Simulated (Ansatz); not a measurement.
# What pressure 3 GPa does to Al

The parent structure is Al in the fcc (Cu type) structure (space group Fm-3m, No. 225; a = 4.040 Å).

One thing is altered: a hydrostatic pressure of 3 GPa.

Method: Ansatz (a first-principles code), PBE, PAW, cutoff 420 eV, spin-orbit coupling left out, earlier PAW set. Γ-centred 20×20×20 mesh, Fermi–Dirac width 0.05 eV.

The volume per atom falls by 0.58 Å³ (16.48 Å³ → 15.90 Å³) and the density rises by 0.10 g/cm³ (2.72 g/cm³ → 2.82 g/cm³). The lattice parameter a falls by 0.048 Å, from 4.040 Å to 3.992 Å and the shortest interatomic distance falls by 0.034 Å, from 2.857 Å to 2.823 Å. The enthalpy H = E + PV relative to the base's energy amounts to +0.30 eV/atom and the band gap stays zero.

Cost of the whole job for the changed cell (relaxation, final SCF and bands): about 7 core-seconds (a rough figure).

Load acts through the strain it causes; cell and atoms are relaxed under it. Whether these cells are dynamically stable was not tested.
